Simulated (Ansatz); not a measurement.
Phonon-limited resistivity of ZrZn (Pm-3m) against temperature in μΩ·cm, PBEsol, DFPT electron-phonon coupling, linearised Boltzmann equation in Ansatz (a first-principles code), harmonic crystal at a fixed cell.

```
T        ρ
-----  ---
50 K   2.1
77 K   5.0
100 K  7.6
150 K  [?]
200 K  [?]
250 K   24
273 K   26
300 K   28
350 K   33
400 K   38
500 K   48
```

Task: What belongs in the gaps?

Result: 
- 150 K, ρ: 13.2
- 200 K, ρ: 18.4

A metal at this level (no band gap). Only scattering by harmonic phonons is included (no impurities, grain boundaries, electron-electron scattering or thermal expansion). Spin-orbit coupling is left out. Few carriers conduct, so the values hang on small band overlaps. Halving the electron mesh (24x24x24) moves the resistivity by up to 13 %. Smearing 0.20 eV; phonons on a 4x4x4 q mesh, which this run doesn't test and which matters most at low temperature.

Formula and space group known from diffraction (Crystallography Open Database), not checked to be the room-temperature form: ZrZn (Pm-3m).
